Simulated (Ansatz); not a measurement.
The reference is Be in the hcp (Mg type) structure (space group P6_3/mmc, No. 194; a = 2.2552 Å, c = 3.5580 Å; relaxed with 0.1 eV smearing). Axes: x lies along a and z along c of the hexagonal cell.

Method: plane-wave PAW DFT at the PBEsol level (Ansatz, a program for electronic structure, 420 eV), no spin-orbit coupling.

Before the change:

| Property | Value |
|---|---|
| Shortest interatomic distance | 2.205 Å |

Perturbation: the cell is stretched by 0.50 % along x with no lateral relaxation; the atoms relax in the strained cell.

Question: Estimate the effect on the stress, shortest interatomic distance and energy relative to the base.

Answer: The stress (xx, yy, zz, yz, xz, xy; compression positive) comes out as (-1.6, -0.1, -0.1, 0.0, 0.0, 0.0) GPa; the shortest interatomic distance stays essentially unchanged (2.205 Å against 2.206 Å); the energy stays essentially unchanged.

Stability against distortions was not tested.
